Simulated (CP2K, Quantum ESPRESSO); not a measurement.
A Quantum ESPRESSO input for a self-consistent single point of ZnF₂ (P4_2/mnm, 6 atoms in the cell) (DFT, PBE, plane waves, PSlibrary ultrasoft (PBE) pseudopotentials):

```fortran
&CONTROL
  calculation = 'scf'
  prefix = 'pwscf'
  outdir = './out'
  pseudo_dir = './'
  tprnfor = .true.
  tstress = .true.
/
&SYSTEM
  ibrav = 6
  celldm(1) = 9.0125782096
  celldm(3) = 0.666155754855
  nat = 6
  ntyp = 2
  ecutwfc = 55
  ecutrho = 330
  occupations = 'smearing'
  smearing = 'fd'
  degauss = 0.00147
/
&ELECTRONS
  conv_thr = 1e-10
/
ATOMIC_SPECIES
Zn    65.3800  Zn.pbe-dn-rrkjus_psl.1.0.0.UPF
F     18.9984  F.pbe-n-rrkjus_psl.1.0.0.UPF
ATOMIC_POSITIONS {angstrom}
Zn    2.3846255000    2.3846255000    1.5885320000
Zn    0.0000000000    0.0000000000    0.0000000000
F     3.3235002519    3.3235002519    0.0000000000
F     1.4457507481    1.4457507481    0.0000000000
F     3.8303762481    0.9388747519    1.5885320000
F     0.9388747519    3.8303762481    1.5885320000
K_POINTS {automatic}
5 5 7  0 0 0
```

Q: Write the same calculation as an input for CP2K.

A: This is the input that was run; spellings and numerical settings could be chosen otherwise.

```
&GLOBAL
  PROJECT scf
  RUN_TYPE ENERGY_FORCE
  PRINT_LEVEL LOW
&END GLOBAL
&FORCE_EVAL
  METHOD Quickstep
  STRESS_TENSOR ANALYTICAL
  &DFT
    BASIS_SET_FILE_NAME BASIS_MOLOPT
    POTENTIAL_FILE_NAME GTH_POTENTIALS
    &QS
      METHOD GPW
      EPS_DEFAULT 1E-10
    &END QS
    &MGRID
      CUTOFF 600
      REL_CUTOFF 40
      NGRIDS 5
    &END MGRID
    &SCF
      SCF_GUESS ATOMIC
      EPS_SCF 1E-6
      MAX_SCF 100
      ADDED_MOS 9
      &DIAGONALIZATION
        ALGORITHM STANDARD
      &END DIAGONALIZATION
      &MIXING
        METHOD BROYDEN_MIXING
        ALPHA 0.2
        NBUFFER 8
        BETA 1
      &END MIXING
      &SMEAR ON
        METHOD FERMI_DIRAC
        ELECTRONIC_TEMPERATURE [K] 232.09
      &END SMEAR
    &END SCF
    &KPOINTS
      SCHEME MONKHORST-PACK 5 5 7
    &END KPOINTS
    &XC
      &XC_FUNCTIONAL PBE
      &END XC_FUNCTIONAL
    &END XC
    &PRINT
      &MO
        EIGENVALUES T
        OCCUPATION_NUMBERS T
        NDIGITS 8
        FILENAME mo
        &EACH
          QS_SCF 0
        &END EACH
        ADD_LAST NUMERIC
      &END MO
      &MULLIKEN OFF
      &END MULLIKEN
    &END PRINT
  &END DFT
  &SUBSYS
    &CELL
      ABC 4.76925100 4.76925100 3.17706400
      ALPHA_BETA_GAMMA 90.00000000 90.00000000 90.00000000
      PERIODIC XYZ
    &END CELL
    &COORD
      SCALED
      Zn       0.50000000     0.50000000     0.50000000
      Zn       0.00000000     0.00000000     0.00000000
      F        0.69686000     0.69686000     0.00000000
      F        0.30314000     0.30314000     0.00000000
      F        0.80314000     0.19686000     0.50000000
      F        0.19686000     0.80314000     0.50000000
    &END COORD
    &KIND Zn
      BASIS_SET DZVP-MOLOPT-SR-GTH
      POTENTIAL GTH-PBE-q12
    &END KIND
    &KIND F
      BASIS_SET DZVP-MOLOPT-SR-GTH
      POTENTIAL GTH-PBE-q7
    &END KIND
  &END SUBSYS
  &PRINT
    &FORCES ON
    &END FORCES
    &STRESS_TENSOR ON
    &END STRESS_TENSOR
  &END PRINT
&END FORCE_EVAL
```

Basis, cutoffs, solver keys and any potentials are the target program's own. This input uses DFT PBE, GPW, DZVP-MOLOPT-SR-GTH basis, GTH-PBE potentials (GTH_POTENTIALS).

The starting cell comes from a database of computed structures (which also holds hypothetical and non-ambient phases and stackings), without a prior relaxation at this level. Its lattice was rescaled by a random factor within 2.5 % of one.
